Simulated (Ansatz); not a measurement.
```
CELL_PARAMETERS angstrom
     14.00000     0.00000     0.00000
      0.00000    14.00000     0.00000
      0.00000     0.00000     4.96299
ATOMIC_POSITIONS crystal
  Li 0.42162 0.42162 0.00000
  Br 0.39453 0.39453 0.50000
  Br 0.39453 0.60547 0.00000
  Li 0.42162 0.57838 0.50000
  Br 0.60547 0.39453 0.00000
  Li 0.57838 0.42162 0.50000
  Li 0.57838 0.57838 0.00000
  Br 0.60547 0.60547 0.50000
```

Calculation: PBE (plane waves to 420 eV, PAW; Ansatz, a program for electronic structure). Mesh 1×1×58. No spin polarisation. One-dimensional cell, images about 11 Å apart. A hypothetical model. Only distortions within the start's symmetry and period were free. Values not marked SOC lack spin–orbit coupling.

Question: Tabulate the two highest filled and two lowest empty levels along the axis, from the valence top.

Answer: 
```csv
k (2π/c),v2 (eV),v1 (eV),c1 (eV),c2 (eV)
0.000,-0.33,0.00,5.28,–
0.042,-0.33,-0.01,5.29,–
0.083,-0.32,-0.03,5.35,–
0.125,-0.29,-0.06,5.44,–
0.167,-0.27,-0.11,5.57,–
0.208,-0.25,-0.16,5.72,–
0.250,-0.22,-0.22,–,–
0.292,-0.20,-0.20,–,–
0.333,-0.19,-0.19,–,–
0.375,-0.18,-0.18,–,–
0.417,-0.18,-0.18,–,–
0.458,-0.18,-0.18,–,–
0.500,-0.18,-0.18,–,–
```
A dash stands for levels within 1 eV of the vacuum level or above it.
